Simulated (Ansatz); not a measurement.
**B2O3 (model structure, started from the beta Ga2O3 type, C2/m, No. 12, 10 atoms in the cell): properties by level of theory**

```tsv
level (code)	cohesive energy (eV/atom)	band gap (eV)
LDA (Ansatz)	___	6.09
PBEsol (Ansatz)	6.75	6.01
r²SCAN (Ansatz)	6.24	6.84
r²SCAN+rVV10 (Ansatz)	6.35	6.80
```

### Question
What belongs in the gaps?

### Answer

- LDA (Ansatz, a quantum-chemistry and plane-wave program), cohesive energy (eV/atom): 7.46

Computed values are for a static lattice.  Each level is taken at its own relaxed cell. Cutoffs differ between the levels. Ansatz's density-functional and Hartree–Fock values are scalar-relativistic unless marked +SOC, with PAW data made under PBE.

Ansatz's density-functional and Hartree–Fock values are scalar-relativistic unless marked +SOC, with PAW data made under PBE.

Unless a cell is named, each level is at its own relaxed cell (LDA 6.64, PBEsol 7.29, r²SCAN 6.99, r²SCAN+rVV10 6.74 Å³/atom).

Free atoms are spin-polarised, in the lowest state found; at levels without +SOC their spin–orbit coupling is left out.

A model structure was made by putting elements into a prototype or built by hand; it is no filed structure, need not be a known phase, and can be a saddle point held by its symmetry.
